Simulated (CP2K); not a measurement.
Input and output of a self-consistent single point for PtAl2 (Fm-3m, 3 atoms in the cell) (CP2K).

Method of the run: PBEsol, GPW, DZVP-MOLOPT-SR-GTH basis, GTH-PBE potentials (GTH_POTENTIALS) run with CP2K.

```
CELL_PARAMETERS angstrom
      4.16354     0.00000     0.00000
      2.08177     3.60573     0.00000
      2.08177     1.20191     3.39952
ATOMIC_POSITIONS crystal
  Al 0.25000 0.25000 0.25000
  Al 0.75000 0.75000 0.75000
  Pt 0.00000 0.00000 0.00000
```

Reference input (self-consistent single point, DFT PBE, GPW, DZVP-MOLOPT-SR-GTH basis, GTH-PBE potentials (GTH_POTENTIALS)): CUTOFF = 500 Ry; REL_CUTOFF = 50 Ry; SMEAR/METHOD = FERMI_DIRAC; ELECTRONIC_TEMPERATURE = 1578.21 K; KPOINTS/SCHEME = MONKHORST-PACK 8 8 8; GAMMA_CENTERED = T; XC_FUNCTIONAL = PBE; Al/BASIS_SET = DZVP-MOLOPT-SR-GTH-q3; Al/POTENTIAL = GTH-PBE-q3; Pt/BASIS_SET = DZVP-MOLOPT-SR-GTH-q18; Pt/POTENTIAL = GTH-PBE-q18; METHOD = GPW. This run's input differs from it in these lines:

```diff
@@ -44,3 +44,6 @@
     &XC
-      &XC_FUNCTIONAL PBE
+      &XC_FUNCTIONAL
+        &PBE
+          PARAMETRIZATION PBESOL
+        &END PBE
       &END XC_FUNCTIONAL
```

Log, with long lists cut:

```
 SCF WAVEFUNCTION OPTIMIZATION

  Step     Update method      Time    Convergence         Total energy    Change
     1 NoMix/Diag. 0.30E+00      -     1.34751362      -124.9487667671 -1.25E+02
     2 Broy./Diag. 0.30E+00      -     0.05679597      -126.3738404363 -1.43E+00
     3 Broy./Diag. 0.30E+00      -     0.07016957      -125.2579642831  1.12E+00
     4 Broy./Diag. 0.30E+00      -     0.01603354      -124.3290157572  9.29E-01
     5 Broy./Diag. 0.30E+00      -     0.00595485      -124.2527996529  7.62E-02
     6 Broy./Diag. 0.30E+00      -     0.00253099      -124.3087005588 -5.59E-02
   [... 3 lines left out ...]
    10 Broy./Diag. 0.30E+00      -     0.00009219      -124.3125385138 -2.75E-03
    11 Broy./Diag. 0.30E+00      -     0.00000707      -124.3125971722 -5.87E-05
    12 Broy./Diag. 0.30E+00      -     0.00002125      -124.3125337994  6.34E-05
    13 Broy./Diag. 0.30E+00      -     0.00000035      -124.3126385167 -1.05E-04
  *** SCF run converged in    13 steps ***

  Overlap energy of the core charge distribution:               0.00000000007100
  Self energy of the core charge distribution:               -194.08121674042818
  Core Hamiltonian energy:                                     42.90018179411278
  Hartree energy:                                              40.11561304234750
  Exchange-correlation energy:                                -13.24429334360522
  Electronic entropic energy:                                  -0.00292327001513
  Fermi energy:                                                 0.32257372097759

  Total energy:                                              -124.31263851671255
  Total energy (extrapolated to T->0):                       -124.31117688170498

   [... lines left out ...]

 STRESS| Analytical stress tensor [bar]
 STRESS|                        x                   y                   z
 STRESS|      x        2.15285816918E+04   1.19601442021E-02   8.25820321440E-03
 STRESS|      y        1.19601442021E-02   2.15284113828E+04   2.57823078501E-02
 STRESS|      z        8.25820321440E-03   2.57823078501E-02   2.15283129102E+04
 STRESS| 1/3 Trace                                             2.15284353283E+04
```

The run converged in 13 iterations. Against the reference run the pressure goes from 4.09 to 2.15 GPa.

The starting cell has typed, rounded lattice constants, without a prior relaxation at this level. Its lattice was rescaled by a random factor within 2.5 % of one. Spin polarisation is off. Values carry the incompleteness of an atom-centred basis. The potentials were made for another functional than the one used.

Cost on one core of a shared machine: roughly 40 s.
